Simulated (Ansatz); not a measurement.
Start from CaO in the rock salt structure (space group Fm-3m, No. 225).

```
CELL_PARAMETERS angstrom
      0.00000     2.38356     2.38356
      2.38356     0.00000     2.38356
      2.38356     2.38356     0.00000
ATOMIC_POSITIONS crystal
  Ca 0.00000 0.00000 0.00000
  O  0.50000 0.50000 0.50000
```

Cartesian axes are those of the cell as printed.

The values are results of Ansatz (a first-principles code) PBEsol, no spin-orbit coupling, not measurements.

Strains are applied to the cell and any free atomic positions relax.

One change was made to it. Results:

| quantity | base | after |
|---|---|---|
| valence-band top at Γ (three highest levels, from the VBM) | 0.00, 0.00, 0.00 eV | 0.00, 0.00, -0.01 eV |
| pressure (mean of the normal stresses, compression positive) | 0.0 kbar | -5.7 kbar |
| band gap | 3.54 eV | 3.54 eV |

### Question
Which change produced these results?
(A) uniaxial strain ε_zz = +2.50 %
(B) uniaxial strain ε_zz = +0.50 %
(C) uniaxial strain ε_zz = +3.00 %
(D) uniaxial strain ε_zz = −1.50 %

### Answer
B, uniaxial strain ε_zz = +0.50 %. For comparison, the valence-band top at Γ in the other runs: uniaxial strain ε_zz = −1.50 % gives 0.00, -0.04, -0.04 eV; uniaxial strain ε_zz = +2.50 % gives 0.00, 0.00, -0.06 eV; uniaxial strain ε_zz = +3.00 % gives 0.00, 0.00, -0.07 eV.

Whether these cells are dynamically stable was not tested.
